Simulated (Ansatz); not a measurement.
We consider Ge (I4₁/amd, No. 141, 2 atoms in the cell; start mp-1061054; high-pressure phase), described by r²SCAN (Ansatz, a quantum-chemistry and plane-wave program, plane waves, PAW).

Run with plane-wave cutoff 560 eV, 22×22×22 k mesh, Fermi–Dirac smearing 0.05 eV, scalar-relativistic PAW data made under PBE.

Cell (relaxed at this level):

```cif
data_Ge4
_chemical_formula_sum 'Ge4'
_space_group_name_H-M_alt 'I41/amd :1'
_space_group_IT_number 141
_space_group_name_Hall 'I 4bw 2bw -1bw'
_cell_length_a 5.13283
_cell_length_b 5.13283
_cell_length_c 2.83367
_cell_angle_alpha 90.000
_cell_angle_beta 90.000
_cell_angle_gamma 90.000
loop_
_atom_site_label
_atom_site_type_symbol
_atom_site_symmetry_multiplicity
_atom_site_Wyckoff_symbol
_atom_site_fract_x
_atom_site_fract_y
_atom_site_fract_z
_atom_site_occupancy
Ge1 Ge 4 b 0.00000 0.00000 0.50000 1
```
(The calculation used a cell of 2 atoms; values per cell refer to that cell.)

Task: What does this level give for the bulk modulus?

Result: 
- bulk modulus: 76.8 GPa

The run finds no gap.

Note: the bulk modulus is −V dP/dV from two relaxed cells at ±2 % in volume; the relaxation could not lower the start's symmetry, so the cell can be a saddle point above a distorted one.

Static lattice: no zero-point or thermal effects.

It cost about 20 core-minutes (a rough figure) of CPU time.

A start named mp-… is a Materials Project structure, which need not be a measured phase.
